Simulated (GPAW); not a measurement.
Band structure of LaIn₅Ir (P4/mmm, 7 atoms in the cell).

```
LaIn5Ir
1.0
    4.74610     0.00000     0.00000
    0.00000     4.74610     0.00000
    0.00000     0.00000     7.67273
La In Ir
1 5 1
Cartesian
  0.00000   0.00000   0.00000
  2.37305   0.00000   5.31620
  2.37305   0.00000   2.35652
  0.00000   2.37305   5.31620
  0.00000   2.37305   2.35652
  2.37305   2.37305   0.00000
  0.00000   0.00000   3.83636
```

Method of the run: LDA (Perdew-Wang 92), GPAW PAW datasets LDA (gpaw-data 1.0.1) (plane waves; GPAW).

Settings: mode = pw; ecut = 850 eV; xc = LDA; kpts = 5 5 3; mesh shift (steps) = 0 0 0; occupations.name = fermi-dirac; occupations.width = 0.136 eV; nbands = -15; symmetry.symmorphic = false; symmetry.tolerance = 0.0005; maxiter = 100; bandpath_npoints = 40.

The starting cell comes from a database of computed structures (which also holds hypothetical and non-ambient phases and stackings), without a prior relaxation at this level. Its lattice was rescaled by a random factor within 2.5 % of one. Spin-orbit coupling is off. Spin polarisation is off.

Levels in eV from the Fermi level, bands 42 to 49:
```json
[
 {"point": "Γ", "42": "-1.47", "43": "-1.47", "44": "-1.25", "45": "0.86", "46": "0.86", "47": "1.06", "48": "1.25", "49": "1.25"},
 {"point": "X", "42": "-1.90", "43": "-1.60", "44": "-0.87", "45": "0.43", "46": "0.67", "47": "1.39", "48": "1.47", "49": "1.69"},
 {"point": "M", "42": "-1.87", "43": "-1.45", "44": "-1.45", "45": "-1.40", "46": "-1.12", "47": "-1.12", "48": "0.48", "49": "1.87"},
 {"point": "Z", "42": "-1.68", "43": "-1.68", "44": "-1.30", "45": "-0.10", "46": "0.39", "47": "0.39", "48": "1.93", "49": "1.93"},
 {"point": "R", "42": "-1.68", "43": "-1.34", "44": "-1.02", "45": "-0.45", "46": "-0.16", "47": "0.02", "48": "1.16", "49": "1.68"},
 {"point": "A", "42": "-1.81", "43": "-1.45", "44": "-1.45", "45": "-1.01", "46": "-0.89", "47": "-0.89", "48": "0.66", "49": "1.65"}
]
```

Bands cross the Fermi level along this path, so the cell is metallic at this level.
